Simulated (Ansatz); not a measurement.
Task: Name crystals whose logarithmic mean phonon energy lies between 19.9 and 31 meV and whose resistivity at 300 K lies between 19 and 30 μΩ·cm, by PBEsol, DFPT electron-phonon coupling, linearised Boltzmann equation in Ansatz (a quantum-chemistry and plane-wave program).

Result: Many crystals can fit; among those computed here:
- Sc$_{3}$InN (Pm-3m): 31 meV, 19.5 μΩ·cm
- CaSi₂ (P-3m1): 21 meV, 23 μΩ·cm
- TiAl₂ (Cmmm): 28 meV, 19.4 μΩ·cm

Metals; harmonic phonons alone scatter; means over directions. Halving the electron mesh moves these values by up to 11 %; q meshes are mostly untested. Some of the runs warned that the eigensolver left states short of its tolerance. Spin-orbit coupling is left out.

Formula and space group known from diffraction (Crystallography Open Database), not checked to be the room-temperature form: CaSi2 (P-3m1), Sc3InN (Pm-3m), TiAl2 (Cmmm).
